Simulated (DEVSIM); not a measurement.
System: Schottky contact on n-type Si, at 350 K.

```csv
layer (left to right),material,thickness (μm),Nd (cm⁻³),τn (s),τp (s)
1,Si,1.90,7.4e16,0.00018,0.00018
```

Left contact: Schottky, work function 4.83 eV, emission velocity 2.1e6 cm/s. Right contact: ohmic. Voltage is applied to the left contact. Recombination: SRH at mid-gap, Auger. Gap narrowing is on: ΔEg = 6.92 meV × (l + √(l² + 0.5)), l = ln(N/1.3e17 cm⁻³), shared equally by both band edges. Mobility is μmin + (μ − μmin)/(1 + (N/Nref)^α).

Constants are typed, rounded textbook-type inputs, not results; the design itself was drawn at random and stands for no fabricated device. Values at 300 K; Nc and Nv go as T^1.5, mobilities as T to minus their exponent, the gap by Varshni's rule with the affinity fixed.

| parameter | Si |
|---|---|
| gap (eV) | 1.124 |
| affinity (eV) | 4.05 |
| permittivity | 11.7 |
| Nc (cm⁻³) | 2.86e19 |
| Nv (cm⁻³) | 3.1e19 |
| μn (cm²/Vs) | 1417 |
| μp (cm²/Vs) | 470 |
| μn,min | 52 |
| μp,min | 45 |
| Nref,n | 9.7e16 |
| Nref,p | 2.2e17 |
| αn | 0.68 |
| αp | 0.72 |
| T exponent of μn | 2.3 |
| T exponent of μp | 2.2 |
| Cn (cm⁶/s) | 2.8e-31 |
| Cp (cm⁶/s) | 9.9e-32 |
| Varshni α (eV/K) | 0.000473 |
| Varshni β (K) | 636 |

Model (solved in DEVSIM): 1D drift-diffusion, Boltzmann statistics, complete ionisation; no tunnelling, impact ionisation, image-force lowering or self-heating. Metal contacts follow the ideal Schottky-Mott rule: no Fermi-level pinning, no interface dipoles.

The doping Nd of layer 1 was swept, all else fixed.

```json
[
 {"doping Nd of layer 1 (cm^-3)": "2.2e15", "dark forward voltage at 1 A/cm² (V)": "0.295", "potential step across the device at zero bias (V)": "0.487", "dark forward voltage at 100 A/cm² (V)": "0.492", "largest field in the device at zero bias (V/cm)": "18000"},
 {"doping Nd of layer 1 (cm^-3)": "7.4e15", "dark forward voltage at 1 A/cm² (V)": "0.291", "potential step across the device at zero bias (V)": "0.524", "dark forward voltage at 100 A/cm² (V)": "0.452", "largest field in the device at zero bias (V/cm)": "34000"},
 {"doping Nd of layer 1 (cm^-3)": "2.2e16", "dark forward voltage at 1 A/cm² (V)": "0.290", "potential step across the device at zero bias (V)": "0.556", "dark forward voltage at 100 A/cm² (V)": "0.438", "largest field in the device at zero bias (V/cm)": "60000"},
 {"doping Nd of layer 1 (cm^-3)": "7.4e16", "dark forward voltage at 1 A/cm² (V)": "0.288", "potential step across the device at zero bias (V)": "0.592", "dark forward voltage at 100 A/cm² (V)": "0.432", "largest field in the device at zero bias (V/cm)": "110000"},
 {"doping Nd of layer 1 (cm^-3)": "2.2e17", "dark forward voltage at 1 A/cm² (V)": "…", "potential step across the device at zero bias (V)": "0.621", "dark forward voltage at 100 A/cm² (V)": "…", "largest field in the device at zero bias (V/cm)": "…"},
 {"doping Nd of layer 1 (cm^-3)": "7.4e17", "dark forward voltage at 1 A/cm² (V)": "0.277", "potential step across the device at zero bias (V)": "0.650", "dark forward voltage at 100 A/cm² (V)": "0.417", "largest field in the device at zero bias (V/cm)": "370000"},
 {"doping Nd of layer 1 (cm^-3)": "2.2e18", "dark forward voltage at 1 A/cm² (V)": "0.269", "potential step across the device at zero bias (V)": "0.676", "dark forward voltage at 100 A/cm² (V)": "0.409", "largest field in the device at zero bias (V/cm)": "650000"}
]
```

Q: What belongs in the gaps?

A: 
- 2.2e17, dark forward voltage at 1 A/cm² (V): 0.284
- 2.2e17, dark forward voltage at 100 A/cm² (V): 0.426
- 2.2e17, largest field in the device at zero bias (V/cm): 200000
